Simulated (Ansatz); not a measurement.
Input:

End structure of a constructed model of the (110) surface of bcc Mo, a cell of two sites (a+b, b-a) layer of Bi, one a cell, on the site that continues the host's stacking (bottom of the slab: a bare face, its two planes held):

```xyz
13
Lattice="1.8249 2.5808 0.0000 -3.6498 2.5808 0.0000 0.0000 0.0000 30.0000" Properties=species:S:1:pos:R:3 pbc="T T T"
Mo     0.9124     1.2904     8.0558
Mo    -1.8249     1.2904     8.0558
Mo     0.0000     0.0000    10.2908
Mo    -0.9124     2.5808    10.2908
Mo     0.9124     1.2904    12.5235
Mo    -1.8249     1.2904    12.5303
Mo     0.0000     0.0000    14.7655
Mo    -0.9124     2.5808    14.7618
Mo     0.9124     1.2904    16.9704
Mo    -1.8249     1.2904    17.0229
Mo     0.0000     0.0000    19.1470
Mo    -0.9124     2.5808    19.2460
Bi     0.9124     1.2904    21.5516
```

Model: 13-atom slab, 13.9 Å thick at the start with caps and adatoms (thin: gaps and levels are the slab's own), 12x9x1 mesh, Fermi-Dirac 0.1 eV, dipole correction, 4 atoms held, the rest relaxed; symmetry of the start imposed; no spin, no spin-orbit, no U. It is one candidate, not shown to be the stable structure of the face.

What is the computed work function of the top face (PBE (Ansatz, a quantum-chemistry and plane-wave program))?

4.12 eV
